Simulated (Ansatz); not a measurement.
PrNi (Cmcm, No. 63), treated with r²SCAN in Ansatz (plane waves, PAW).

Numerical settings: plane-wave cutoff 500 eV, 16×16×14 k mesh (along the axes of the cell as run), Fermi–Dirac smearing 0.1 eV, spin-polarised start, scalar-relativistic PAW data made under PBE.

Computed at the level's own relaxed cell.

Q: Give the computed volume per atom.

A: 
* **volume per atom**: 21.41 Å³/atom

Note: the magnetic order was assumed, not searched for or taken from measurement; the 4f shell is treated without U or exact exchange, so its levels and filling can be wrong.

Spin–orbit coupling is not included.

Static lattice: no zero-point or thermal effects.

Cost on a shared machine: around 110 core-minutes (rough).

Ansatz is a quantum-chemistry and plane-wave program.
